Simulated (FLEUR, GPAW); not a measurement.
A FLEUR input for a self-consistent single point of HgPt3 (Pm-3m, 4 atoms in the cell) (DFT, LDA (Vosko-Wilk-Nusair), all-electron FLAPW (FLEUR), scalar-relativistic valence):

Input of the input generator:

```
HgPt3 crystal
&input film=f /
1.0000000000 0.0000000000 0.0000000000
0.0000000000 1.0000000000 0.0000000000
0.0000000000 0.0000000000 1.0000000000
7.5267281318
1.0 1.0 1.0

4
80 0.0000000000 0.0000000000 0.0000000000
78 0.0000000000 0.5000000000 0.5000000000
78 0.5000000000 0.0000000000 0.5000000000
78 0.5000000000 0.5000000000 0.0000000000

&comp jspins=1 /
&exco xctyp='vwn' /
&kpt div1=7 div2=7 div3=7 /
&end /
```

```xml
<?xml version="1.0" encoding="UTF-8" standalone="no"?>
<fleurInput fleurInputVersion="0.39">
   <comment>
      HgPt3 crystal                                                                                       
   </comment>
   <calculationSetup>
      <cutoffs Kmax="4.1" Gmax="16.4" GmaxXC="16.4" numbands="0"/>
      <scfLoop itmax="100" minDistance="0.00001" maxIterBroyd="15" imix="Anderson" alpha="0.05" precondParam="0.0" spinf="2.0"/>
      <coreElectrons ctail="T" frcor="F" kcrel="0" coretail_lmax="0"/>
      <xcFunctional name="vwn" relativisticCorrections="F"/>
      <magnetism jspins="1"/>
      <soc l_soc="F" theta="0.0" phi="0.0" spav="F"/>
      <expertModes spex="0" secvar="F"/>
      <geometryOptimization l_f="T" forcealpha="1.0" forcemix="BFGS" epsdisp="0.00001" epsforce="0.00001"/>
      <ldaU l_linMix="F" mixParam="0.05" spinf="1.0"/>
   </calculationSetup>
   <cell>
      <bzIntegration valenceElectrons="66.0" mode="hist" fermiSmearingEnergy="0.00499791">
         <kPointListSelection listName="default-1"/>
         <!-- k-points included here -->
         <xi:include xmlns:xi="http://www.w3.org/2001/XInclude" href="kpts.xml"> </xi:include>
      </bzIntegration>
      <!-- symmetry operations included here -->
      <xi:include xmlns:xi="http://www.w3.org/2001/XInclude" href="sym.xml"> </xi:include>
      <bulkLattice scale="1.0">
         <bravaisMatrix>
            <row-1>    7.5267281317999997     0.0000000000000000     0.0000000000000000</row-1>
            <row-2>    0.0000000000000000     7.5267281317999997     0.0000000000000000</row-2>
            <row-3>    0.0000000000000000     0.0000000000000000     7.5267281317999997</row-3>
         </bravaisMatrix>
      </bulkLattice>
   </cell>
   <atomSpecies>
      <species name="Mercury (Hg)" element="Hg" atomicNumber="80">
         <mtSphere radius="2.48" gridPoints="857" logIncrement="0.016"/>
         <atomicCutoffs lmax="10" lnonsphr="8"/>
         <electronConfig flipSpins="F">
            <coreConfig>(1s1/2) (2s1/2) (2p1/2) (2p3/2) (3s1/2) (3p1/2) (3p3/2) (4s1/2) (3d3/2) (3d5/2) (4p1/2) (4p3/2) (5s1/2) (4d3/2) (4d5/2) (4f5/2) (4f7/2)</coreConfig>
            <valenceConfig>(5p1/2) (5p3/2) (6s1/2) (5d3/2) (5d5/2)</valenceConfig>
         </electronConfig>
         <energyParameters s="6" p="6" d="5" f="5"/>
         <lo type="SCLO" l="1" n="5" eDeriv="0"/>
      </species>
      <species name="Platinum (Pt)" element="Pt" atomicNumber="78">
         <mtSphere radius="2.48" gridPoints="857" logIncrement="0.016"/>
         <atomicCutoffs lmax="10" lnonsphr="8"/>
         <electronConfig flipSpins="F">
            <coreConfig>(1s1/2) (2s1/2) (2p1/2) (2p3/2) (3s1/2) (3p1/2) (3p3/2) (4s1/2) (3d3/2) (3d5/2) (4p1/2) (4p3/2) (5s1/2) (4d3/2) (4d5/2) (4f5/2) (4f7/2)</coreConfig>
            <valenceConfig>(5p1/2) (5p3/2) (6s1/2) (5d3/2) (5d5/2)</valenceConfig>
            <stateOccupation state="(6s1/2)" spinUp="0.5" spinDown="0.5"/>
            <stateOccupation state="(5d3/2)" spinUp="1.8" spinDown="1.8"/>
            <stateOccupation state="(5d5/2)" spinUp="2.7" spinDown="2.7"/>
         </electronConfig>
         <energyParameters s="6" p="6" d="5" f="5"/>
         <lo type="SCLO" l="1" n="5" eDeriv="0"/>
      </species>
   </atomSpecies>
   <atomGroups>
      <atomGroup species="Mercury (Hg)">
         <relPos label="                   1">.0000000000 .0000000000 .0000000000</relPos>
         <force calculate="T" relaxXYZ="TTT"/>
      </atomGroup>
      <atomGroup species="Platinum (Pt)">
         <relPos label="                   2">.0000000000 1.000/2.000 1.000/2.000</relPos>
         <relPos label="                   3">1.000/2.000 .0000000000 1.000/2.000</relPos>
         <relPos label="                   4">1.000/2.000 1.000/2.000 .0000000000</relPos>
         <force calculate="T" relaxXYZ="TTT"/>
      </atomGroup>
   </atomGroups>
   <output dos="F" band="F" slice="F">
      <checks vchk="F" cdinf="F"/>
      <bandDOS minEnergy="-.5*Htr" maxEnergy="0.5*Htr" sigma="0.015" storeEVData="T"/>
      <vacuumDOS vacdos="F" integ="F" star="F" nstars="0" locx1="0.0" locy1="0.0" locx2="0.0" locy2="0.0" nstm="0" tworkf="0.0"/>
      <unfoldingBand unfoldBand="F" supercellX="1" supercellY="1" supercellZ="1"/>
      <plotting iplot="0" polar="F">
         <plot TwoD="T" vec1="  1.0  0.0  0.0" vec2="  0.0  1.0  0.0" vec3="  0.0  0.0  1.0" zero="  0.0  0.0  0.0" file="plot"/>
      </plotting>
      <chargeDensitySlicing numkpt="0" minEigenval="0.0" maxEigenval="0.0" nnne="0" pallst="F"/>
      <specialOutput eonly="F"/>
      <magneticCircularDichroism mcd="F" energyLo="-10.0" energyUp="0.0"/>
   </output>
  <!-- We include the file relax.xml here to enable relaxations (see documentation) -->
  <xi:include xmlns:xi="http://www.w3.org/2001/XInclude" href="relax.xml"> <xi:fallback/> </xi:include>
</fleurInput>
```

Problem. Write the same calculation as an input for GPAW.

Solution. One input that does it (others would too):

```python
from ase import Atoms
from ase.units import GPa
from gpaw import GPAW

atoms = Atoms(['Hg', 'Pt', 'Pt', 'Pt'],
              cell=[[3.982973, 0.000000, 0.000000],
                    [0.000000, 3.982973, 0.000000],
                    [0.000000, 0.000000, 3.982973]],
              positions=[[0.000000, 0.000000, 0.000000],
                         [0.000000, 1.991486, 1.991486],
                         [1.991486, 0.000000, 1.991486],
                         [1.991486, 1.991486, 0.000000]],
              pbc=True)

calc = GPAW(mode={'name': 'pw', 'ecut': 550},
            xc='LDA',
            kpts=(7, 7, 7),
            occupations={'name': 'fermi-dirac', 'width': 0.136},
            nbands=-12,
            convergence={'density': 1e-05},
            symmetry={'symmorphic': False, 'tolerance': 0.0005},
            maxiter=150)

atoms.calc = calc

energy = atoms.get_potential_energy()
print('Energy (eV):', round(energy, 6))
forces = atoms.get_forces()
print('Forces (eV/Ang):')
print(forces.round(5))
stress = atoms.get_stress()
print('Stress (GPa, Voigt):', (stress / GPa).round(4))
```

Basis settings and potentials, where a program has them, do not carry over. This input uses DFT LDA (Perdew-Wang 92), plane waves, GPAW PAW datasets LDA (gpaw-data 1.0.1). LDA parametrisations can differ slightly between programs.

The starting cell comes from a database of computed structures (which also holds hypothetical and non-ambient phases and stackings), without a prior relaxation at this level. Its lattice was rescaled by a random factor within 2.5 % of one.
